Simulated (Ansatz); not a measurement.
Consider ZnSe in the zinc blende structure (space group F-43m, No. 216; a = 5.6661 Å).

Level of theory: Ansatz (a first-principles code), r2SCAN, PAW, cutoff 500 eV, scalar-relativistic without spin-orbit coupling, earlier PAW set.

Before the change:

| Quantity | Value |
|---|---|
| Electron mass | 0.12 mₑ (at Γ) |
| Density | 5.27 g/cm³ |

Perturbation: a hydrostatic pressure of 3 GPa.

**Question.** What happens to the electron mass?

**Answer.** The electron mass goes from 0.12 mₑ (at Γ) to 0.13 mₑ (at Γ).

**Question.** How does this affect the mean gap deformation potential ΔEg/Δln V?

**Answer.** The mean gap deformation potential ΔEg/Δln V comes out as -4.3 eV.

**Question.** What does the calculation give for the density after the change?

**Answer.** The density rises by 0.23 g/cm³ to 5.50 g/cm³.

Load acts through the strain it causes; cell and atoms are relaxed under it. Effective masses come from finite differences of ±0.01 Å⁻¹. Stability against distortions was not tested. Tetrahedral semiconductors of this kind turn to denser phases somewhere between about 1 and 50 GPa; those were not computed, so compressed cells here can lie past the real transition.
